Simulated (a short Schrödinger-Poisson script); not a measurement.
# Symmetric double-gate stack, Si3N4 on p-type Si(110)

System: symmetric double-gate stack, Si3N4 on p-type Si(110), at 300 K.

```csv
layer,material,thickness (nm),Na (cm⁻³)
1,Si3N4,4.1,-
2,Si,5,3e17
3,Si3N4,4.1,-
```

The device is made up for the run: typed textbook-type constants, with dimensions and the other settings drawn at random. Si3N4: permittivity 7.5, conduction-band edge (eV) 1.95, gap (eV) 5.1, electron mass (mₑ) 0.5. Si: permittivity 11.7, conduction-band edge (eV) 0, gap (eV) 1.124, Nv at 300 K (cm⁻³) 3.1e19.

Channel valleys (confinement mass, in-plane density-of-states mass, number): Δ4 0.315, 0.324, 4; Δ2 0.19, 0.417, 2. At the gates, both at one voltage, the conduction-band edge of layer 1 lies 2.55 eV − eVg above the Fermi level of the channel. Gaps are held at their typed values at every temperature. Mesh 0.03 nm at interfaces.

Solved with a short Schrödinger-Poisson script written for these runs: 1D Poisson equation in equilibrium, electrons quantum, Hartree (BenDaniel-Duke, 12 states a valley, the channel's in-plane mass for all, wave functions ending at the dielectric), parabolic valleys, classical holes, full ionisation, no traps, pinning or gate leakage.

```tsv
Vg (V)	electrons (cm⁻²)	C (μF/cm²)	Δ4 E0 (meV)	Δ4 E1 (meV)	Δ2 E0 (meV)	Δ2 E1 (meV)
0.3	1.72e7	< 0.003	356.4	499.4	387.8	625.1
0.4	8.22e8	0.00518	256.5	399.5	287.9	525.1
0.5	3.62e10	0.210	158.6	301.5	190.0	427.2
0.6	5.32e11	1.46	88.8	230.5	120.2	356.1
0.7	1.68e12	2.09	58.3	197.3	89.7	322.9
0.8	3.06e12	2.30	41.9	177.5	73.3	303.2
0.9	4.53e12	2.40	30.7	163.0	62.2	288.7
1	6.05e12	2.46	22.2	151.1	53.8	276.9
1.1	7.59e12	2.50	15.2	140.7	47.0	266.7
1.2	9.16e12	2.53	9.3	131.5	41.2	257.5
1.3	1.07e13	2.55	4.1	123.0	36.2	249.2
1.4	1.23e13	2.57	-0.6	115.1	31.8	241.4
1.5	1.39e13	2.58	-4.9	107.7	27.7	234.2
1.6	1.56e13	2.60	-8.8	100.7	24.1	227.4
1.7	1.72e13	2.61	-12.5	94.1	20.7	221.0
1.8	1.88e13	2.62	-15.9	87.7	17.6	214.9
1.9	2.05e13	2.64	-19.2	81.7	14.7	209.2
2	2.21e13	2.65	-22.3	75.9	12.0	203.7
2.1	2.38e13	2.66	-25.2	70.4	9.5	198.4
```

Gate voltages with under 1e6 electrons/cm² are left out.

Subbands count from the Fermi level. The capacitance is that of both gates.
